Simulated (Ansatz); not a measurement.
The starting structures come from a database of crystals and need not be the phases stable at ambient conditions.

 Where the default PAW files enter, the runs use the earlier of Ansatz's two default sets.

# Evanescent states of KRb$_{2}$GaF$_{6}$ (Fm-3m, not sure to be the ambient phase, 10 atoms a cell, 16.8 Å³ an atom) along the normal of (001)

Level of theory: r2SCAN (plane waves, PAW; Ansatz, a quantum-chemistry and plane-wave program).

The gap is the functional's own, uncorrected, and κ follows it; spin-orbit coupling is left out. Mid-gap values are interpolated between the computed energies.

Energies count from the valence-band top; κ is the least over a 6×6 mesh across the current.

```json
[
 {"E (eV)": "0.16", "κ (1/Å)": "0.317", "where": "off Γ"},
 {"E (eV)": "0.48", "κ (1/Å)": "0.409", "where": "off Γ"},
 {"E (eV)": "0.80", "κ (1/Å)": "0.472", "where": "off Γ"},
 {"E (eV)": "1.12", "κ (1/Å)": "0.521", "where": "off Γ"},
 {"E (eV)": "1.44", "κ (1/Å)": "0.554", "where": "Γ"},
 {"E (eV)": "1.76", "κ (1/Å)": "…", "where": "Γ"},
 {"E (eV)": "2.08", "κ (1/Å)": "…", "where": "Γ"},
 {"E (eV)": "2.40", "κ (1/Å)": "…", "where": "Γ"},
 {"E (eV)": "2.72", "κ (1/Å)": "…", "where": "Γ"},
 {"E (eV)": "3.04", "κ (1/Å)": "…", "where": "Γ"},
 {"E (eV)": "3.36", "κ (1/Å)": "…", "where": "Γ"},
 {"E (eV)": "3.68", "κ (1/Å)": "…", "where": "Γ"},
 {"E (eV)": "4.00", "κ (1/Å)": "…", "where": "Γ"},
 {"E (eV)": "4.32", "κ (1/Å)": "…", "where": "Γ"},
 {"E (eV)": "4.64", "κ (1/Å)": "…", "where": "Γ"},
 {"E (eV)": "4.96", "κ (1/Å)": "…", "where": "Γ"},
 {"E (eV)": "5.28", "κ (1/Å)": "…", "where": "Γ"},
 {"E (eV)": "5.60", "κ (1/Å)": "0.410", "where": "Γ"},
 {"E (eV)": "5.92", "κ (1/Å)": "0.374", "where": "Γ"},
 {"E (eV)": "6.24", "κ (1/Å)": "0.330", "where": "Γ"},
 {"E (eV)": "6.56", "κ (1/Å)": "0.273", "where": "Γ"},
 {"E (eV)": "6.88", "κ (1/Å)": "0.194", "where": "Γ"}
]
```

Problem. What belongs in the gaps?

Solution. 
- 1.76, κ (1/Å): 0.563
- 2.08, κ (1/Å): 0.567
- 2.40, κ (1/Å): 0.567
- 2.72, κ (1/Å): 0.564
- 3.04, κ (1/Å): 0.558
- 3.36, κ (1/Å): 0.549
- 3.68, κ (1/Å): 0.538
- 4.00, κ (1/Å): 0.525
- 4.32, κ (1/Å): 0.508
- 4.64, κ (1/Å): 0.489
- 4.96, κ (1/Å): 0.467
- 5.28, κ (1/Å): 0.441
